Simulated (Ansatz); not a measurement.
## Hypothetical Fmmm Ga, pressure series

Start from Ga (space group Fmmm, No. 69; a = 2.7876 Å, b = 5.0327 Å, c = 10.3681 Å; a hypothetical phase, not in the database extracts checked).

Cell and atoms are relaxed at each pressure.

The values are results of PBE-D3(BJ) (Ansatz, a first-principles code, PAW, without spin-orbit coupling), earlier PAW set, not measurements.

Notes on the quantities. enthalpy: H = E + PV relative to the base's energy.

| variant | shortest interatomic distance | enthalpy |
|---|---|---|
| base | 267.3 pm | – |
| pressure 0.9 GPa | 265.7 pm | +0.10 eV/atom |
| pressure 2.1 GPa | 263.9 pm | +0.23 eV/atom |
| pressure 4.5 GPa | 260.9 pm | +0.49 eV/atom |
| pressure 9 GPa | 256.5 pm | +0.96 eV/atom |
| pressure 15 GPa | 252.0 pm | +1.54 eV/atom |
| pressure 22.5 GPa | 247.7 pm | +2.24 eV/atom |

Load acts through the strain it causes; cell and atoms are relaxed under it. Stability against distortions was not tested. No other phases were tried under pressure. The base started in Cmce and relaxed to Fmmm at this level.
